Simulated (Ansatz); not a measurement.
An Ansatz (a quantum-chemistry and plane-wave program) run: Be with a change (Be → Li); DFT with r2SCAN, PAW potentials and a 500 eV plane-wave cutoff in Ansatz, scalar-relativistic without spin-orbit coupling, earlier PAW set.

Input:

Ansatz 0.2 input:
```yaml
crystal:
  lattice:
    - [3.0973793311, 0, 0]
    - [-1.5486896655, 2.6824091859, 0]
    - [0, 0, 5.0503926312]
  atoms:
    - { symbol: Li, position: [0.3333333333, 0.6666666667, 0.75] }
    - { symbol: Li, position: [0.6666666667, 0.3333333333, 0.25] }
basis: { ecutwfc: 500, ecutrho_ratio: 4, xc_grid: 4, fft_grid_basis: typed }
kpoints: { mp_grid: { grid: [17, 17, 9] } }
hamiltonian:
  xc: r2scan
  dispersion: none
  pseudopotentials: { azcp: { folder: ./paw }, kind: paw }
scf: { occupations: { method: fermi_dirac, width: 0.05 }, convergence: { dr2_threshold: 0.0000000002 } }
output: { forces: true, stress: true }
checkpoint: { write: state.ck, write_every: 1000 }
```

Output (explanatory and most iteration lines left out):

```
Pseudopotential: Li, paw, valence charge 3
Crystal: 2 atoms, lattice volume = 41.961 Å³
Basis set: ecut = 500 eV, 1099 PW (Γ), exchange–correlation on 96×96×160 points (64 copies of the dense FFT grid, shifted against one another)
Bands: 7, of which v1, the nominal top of the filled ones, is band 3 counted from 1 (2 counted from 0)
Symmetry: 24 space group operations
Space group: P63/mmc (ITA 194), of the structure as read, at distance tolerance 3.5e-5 Å
k-points: 165 of 2601
Functional: x = r2scan, c = r2scan; τ floored in thin density (d = 2e-4 eV/Å³)
SCF iter   1: F=—  HF=-410.242051 eV  |F-HF|=—  |Δ(HF+E_count)|=         —  Δρ=4.04e-3  dr2=8.58e-3  dr2_τ=4.72e-4  ethr=1.44e-4  ⟨swp⟩=1.0  Hψ=10639  notcnv=0
SCF iter   2: F=—  HF=-410.268493 eV  |F-HF|=—  |Δ(HF+E_count)|=   2.64e-2  Δρ=2.75e-3  dr2=4.14e-3  dr2_τ=7.41e-6  ethr=1.43e-4  ⟨swp⟩=3.0  Hψ=2299  notcnv=0
SCF 1 converged in 6 iterations: F = -410.271554 eV  dr2 = 8.75e-11
SCF converged after 6 iterations
Free energy (F): -410.271554 eV
Internal energy: -410.262515 eV  (E = F + TS)
E sigma→0 (E₀):  -410.267035 eV
Entropy (-TS):   -0.009039 eV (-4.519 meV/atom)
Fermi energy:    0.929980 eV
--- Forces (eV/Å), atoms counted from 1 ---
  atom   1  Li    -0.00000000    -0.00000000    -0.00000000
  atom   2  Li     0.00000000     0.00000000     0.00000000
--- Stress (GPa, compression-positive) ---
       -0.001382      -0.000000      -0.000000
       -0.000000      -0.001382       0.000000
       -0.000000       0.000000      -0.001020
  P = ⅓ Tr σ = -0.0013 GPa (-0.013 kbar)
```

Whether these cells are dynamically stable was not tested. The cell was made from Be by this change: Be → Li; the result is a model cell. This is not the structure that Li has at room temperature and ambient pressure.
